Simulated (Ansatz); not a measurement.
Consider the following.

```
CELL_PARAMETERS angstrom
      3.89948     0.00000     0.00000
      0.00000     3.89948     0.00000
      1.94974    -1.94974     2.88709
ATOMIC_POSITIONS crystal
  Te 0.25000 0.25000 0.50000
  Be 0.00000 0.00000 0.00000
```

A single point on BeTe with a change (biaxial strain −2.63 %, plane normal [001], relaxed out of plane), its geometry relaxed with PBE.

Computed with HSE06 in Ansatz (plane waves to 420 eV, PAW, noncollinear with spin-orbit coupling). Settings: 8×8×8 k-points, 0.01 eV Fermi–Dirac smearing.

### Question
Predict the band gap and valence-band top at Γ.

### Answer
- Band gap: 2.09 eV
- Valence-band top at Γ (three highest Kramers pairs, from the VBM): 0.00, -0.18, -1.13 eV

Single points use the geometry relaxed with PBE. The hybrid gap comes from the SCF mesh plus the semilocal run's edge points and a few special points and is an upper bound. Whether these cells are dynamically stable was not tested. The cell was made from BeTe in the zinc blende structure (space group F-43m, No. 216) by this change: biaxial strain −2.63 %, plane normal [001], relaxed out of plane.

Ansatz is a first-principles code.
